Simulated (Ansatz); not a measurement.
# Bulk modulus of HfC (model structure, within 0.1 Å of P6₃/mmc, No. 194, 4 atoms in the cell) at several levels of theory

No measured value is used here.

```
level (code)     value (GPa)  cell (Å³/atom)
---------------  -----------  --------------
LDA (Ansatz)             202           14.17
PBE (Ansatz)               …           14.91
PBEsol (Ansatz)          192           14.50
r²SCAN (Ansatz)          192           14.78
```

Complete the blanks.


- PBE (Ansatz, a program for electronic structure), value (GPa): 182

Density-functional levels without +SOC have no spin–orbit coupling. LDA, PBE, PBEsol, r²SCAN: the bulk modulus is −V dP/dV from two relaxed cells at ±2 % in volume. Each level is taken at its own relaxed cell. Cutoffs differ between the levels. Ansatz's density-functional and Hartree–Fock values are scalar-relativistic unless marked +SOC, with PAW data made under PBE.

A model structure was made by putting elements into a prototype or built by hand; it is no filed structure, need not be a known phase, and can be a saddle point held by its symmetry.
